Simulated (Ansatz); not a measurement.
Base system: CdS in the wurtzite structure (space group P6_3mc, No. 186; a = 4.196 Å, c = 6.830 Å).

Method: PBE (Ansatz, an electronic-structure program), scalar-relativistic without spin-orbit coupling.

One change was made to it. Results:

| quantity | base | after |
|---|---|---|
| band gap | 1.11 eV | 1.50 eV |
| valence-band top at Γ (three highest levels, from the VBM) | 0.00, 0.00, -0.04 eV | 0.00, 0.00, -0.10 eV |
| density | 4.61 g/cm³ | 5.54 g/cm³ |
| c/a ratio | 1.628 | 1.642 |

Problem. Which of these changes matches the shifts?
A) pressure 15 GPa
B) pressure 0.9 GPa
C) pressure −2 GPa
D) pressure 30 GPa

Solution. A, pressure 15 GPa. For comparison, the band gap in the other runs: pressure 0.9 GPa gives 1.15 eV; pressure 30 GPa gives 1.10 eV; pressure −2 GPa gives 1.01 eV.

Load acts through the strain it causes; cell and atoms are relaxed under it. Whether these cells are dynamically stable was not tested. Measured, CdS leaves this structure (for rock salt) near 2.54 GPa (temperature not stated; as listed in Datta, Sujoy, Jana, Debnarayan, arXiv (2020)), on rising pressure, with hysteresis.
